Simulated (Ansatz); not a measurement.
Bond-angle distributions (per cent of the angles at each element, bins of 10°) of a relaxed model of amorphous Si30N40C at 2.94 g/cm³. Method: PBE, scalar-relativistic without spin-orbit coupling (plane waves to 420 eV, PAW; Ansatz, a program for electronic structure).

Preparation: random packing, a CHGNet melt and quench, and a DFT relaxation. N atoms were pushed apart under 1.9 Å during the dynamics, to hinder bonds among them. The hot cell started wider than the set density and was brought back towards it in steps. It is the lowest in DFT energy of 2 quenches. It is a model cell: composition and starting density were chosen by hand, and all elements were melted together. No dispersion term was used. Its density started from a set value of 2.94 and ended at 2.94 g/cm³. Cooling (nominally 380 K/ps over its main leg) ran many orders faster than in experiment, which tends to leave more defects and strain. Values belong to this one cell and scatter from quench to quench. The volume was held where the preparation left it, at a PBE pressure of 3.2 GPa. Stress components on the final sampling reach 6.5 GPa. Cycles of charging lowered its energy after that relaxation.

Neighbours within Si-Si 2.60 Å, Si-N 2.08 Å, Si-C 2.19 Å, N-N 1.70 Å, N-C 1.76 Å, C-C 1.78 Å count as bonded. Two cations that share two anions don't count as bonded, nor two that share one unless they lie closer than Si-Si 2.38 Å, Si-C 2.00 Å, C-C 1.63 Å.

```json
[
 {"angle (°)": "50-60", "at Si": "0", "at N": "0"},
 {"angle (°)": "60-70", "at Si": "0", "at N": "0"},
 {"angle (°)": "70-80", "at Si": "0", "at N": "0"},
 {"angle (°)": "80-90", "at Si": "5", "at N": "5"},
 {"angle (°)": "90-100", "at Si": "16", "at N": "5"},
 {"angle (°)": "100-110", "at Si": "34", "at N": "11"},
 {"angle (°)": "110-120", "at Si": "31", "at N": "36"},
 {"angle (°)": "120-130", "at Si": "11", "at N": "31"},
 {"angle (°)": "130-140", "at Si": "2", "at N": "10"},
 {"angle (°)": "140-150", "at Si": "2", "at N": "1"},
 {"angle (°)": "150-160", "at Si": "0", "at N": "1"},
 {"angle (°)": "160-170", "at Si": "0", "at N": "0"},
 {"angle (°)": "170-180", "at Si": "0", "at N": "0"}
]
```

They go with these counts of neighbours within the cut-offs, cation contacts included: Si mean 4.0, most often 4; N mean 3.0, most often 3.
